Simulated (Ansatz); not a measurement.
We consider ZnO (model structure, started from the NiAs type, P6₃/mmc, No. 194, 4 atoms in the cell), described by PBE0 in Ansatz (PAW).

Run with plane-wave cutoff 460 eV, 9×9×6 k mesh (along the axes of the cell as run), Fermi–Dirac smearing 0.01 eV, scalar-relativistic PAW data made under PBE.

Cell (relaxed with PBEsol):

```
ZnO
1.0
    2.97723     0.00000     0.00000
   -1.48862     2.57836     0.00000
    0.00000     0.00000     5.11780
Zn O
2 2
Direct
  0.00000   0.00000   0.00000
  0.00000   0.00000   0.50000
  0.33333   0.66667   0.25000
  0.66667   0.33333   0.75000
```

What does this level give for the band gap?


- band gap: 3.20 eV (on the SCF k mesh)

Note: the relaxation could raise the start's symmetry but not lower it, so the cell can be a saddle point; cell and atoms aren't relaxed at this level (pressure 0.9 GPa).

Static lattice: no zero-point or thermal effects.

A model structure was made by putting elements into a prototype or built by hand; it is no filed structure, need not be a known phase, and can be a saddle point held by its symmetry.

Ansatz is an electronic-structure program.
